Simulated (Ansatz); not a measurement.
Base system: InSe in the beta-GaS type structure (space group P6_3/mmc, No. 194; a = 4.017 Å, c = 16.933 Å; layered, stacked along the Cartesian z axis).

Levels (all Ansatz, a program for electronic structure, PAW): r2SCAN+rVV10 (500 eV, no SOC); HSE06 (420 eV, without spin-orbit coupling).

Its gap is 0.85 eV with r2SCAN+rVV10 and 1.20 eV with HSE06.

Perturbation: a free-standing slab of 1 layer (4 atoms, 4 a layer) is cut normal to the stacking axis, with 15 Å of vacuum and the in-plane cell relaxed.

With r2SCAN+rVV10 the gap becomes 2.07 eV.

If the HSE06 correction stayed the same, what would the HSE06 gap be, and what does the HSE06 run give?

A rigid correction of +0.35 eV gives 2.42 eV. The HSE06 run gives 2.44 eV, so the two effects roughly add.

Single points use the geometry relaxed with r2SCAN+rVV10. HSE06 gaps are upper bounds (no full band path). Stability against distortions was not tested.
